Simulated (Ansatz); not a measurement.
The parent structure is Al₂Au (space group Fm-3m, No. 225; a = 6.0032 Å; relaxed with 0.1 eV smearing). Axes: x, y, z lie along the cube axes.

Calculations: PBEsol/PAW in Ansatz (a quantum-chemistry and plane-wave program), scalar-relativistic without spin-orbit coupling.

Strains are applied to the cell and any free atomic positions relax; under biaxial strain the out-of-plane vector relaxes too.

One change was made to it. Results:

```json
[
 {"quantity": "energy relative to the base (free energy F)", "base": "0 meV/atom", "after": "+2.3 meV/atom"},
 {"quantity": "pressure (mean of the normal stresses, compression positive)", "base": "0.0 GPa", "after": "-1.8 GPa"}
]
```

Question: Name the change that was made.
(A) uniaxial strain ε_zz = −2.56 %
(B) uniaxial strain ε_xx = −0.40 %
(C) uniaxial strain ε_zz = +1.66 %
(D) isotropic strain +4.98 %
(E) biaxial strain +3.40 %, plane normal [110], relaxed out of plane

Answer: C, uniaxial strain ε_zz = +1.66 %. For comparison, the energy relative to the base in the other runs: biaxial strain +3.40 %, plane normal [110], relaxed out of plane gives +20 meV/atom; isotropic strain +4.98 % gives +120 meV/atom; uniaxial strain ε_xx = −0.40 % gives +0.1 meV/atom; uniaxial strain ε_zz = −2.56 % gives +6.0 meV/atom.

A biaxial case was relaxed in a doubled cell and then solved in the primitive one. Stability against distortions was not tested.
